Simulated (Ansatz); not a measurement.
TlBiS2: stress against strain

TlBiS2 (R-3m, 26.133 Å³/atom and stress up to 0.01 GPa in the relaxed cell, c along z) under an equal strain ε in the (0001) plane with the normal axis free, as in a coherent film. PBEsol in Ansatz, a plane-wave DFT program (PAW, default set), 420 eV, 9×9×9 Γ-centred mesh, Fermi-Dirac smearing 0.05 eV; ions are relaxed, or left where forces stay under 0.02 eV/Å, within the symmetry of each cell. Stress is positive for a compressed cell.

Here s stands for strain and y for stress xx.

| strain (%) | stress xx (GPa) |
|---|---|
| -1.20 | 0.92 |
| -0.60 | 0.45 |
| 0.00 | -0.01 |
| 0.60 | -0.46 |
| 1.20 | -0.89 |
| 3.00 | ? |

Taking a straight line for y over the 5 complete rows: Means: s 0, y 0.002. About the means, the sum of products is -2.7180 and the sum of squares of s is 3.6000; the slope is their ratio. Least squares gives y = 0.002 - 0.7550·s. Residuals (row less fit): 0.012, -0.005, -0.012, -0.009, 0.014; standard error 0.014 (degrees of freedom: 3). The slope gives the biaxial elastic modulus of this plane = 75.5 ± 0.7 GPa (± standard error of the fit, which holds the terms cut off).

### Question
What does the fit predict for y at s = 3.00, and how far is the calculated value from it?

### Answer
y = 0.002 - 0.7550 × 3.0 = -2.263 GPa. The calculation gives -2.11 GPa, 0.153 GPa above the prediction (5.0 % of the range of y in the table). The row lies outside the fitted rows, so this is an extrapolation. From the scatter of the fitted rows alone, a prediction at this place has a standard error of 0.027 GPa, so the miss is 5.7 times that.

A polynomial of degree 2 through the 10 other runs of the series gives -2.11 there, so most of the miss is curvature that the fit leaves out. This level leaves no gap over 0.05 eV at strain 3.00 %. The start is a measured cell from the literature; how it stands against other phases or cation orders wasn't checked. Spin-orbit coupling is left out, which can shift these values for the heavy elements here. Rows are the converged runs of the series near zero and its far end, less any whose ions stayed unrelaxed beside relaxed ones; series whose fitted rows scatter by over a few per cent of the range, as at a crossing or softening among them, aren't shown in this form. Most that stay on the fit to the last digits aren't either.
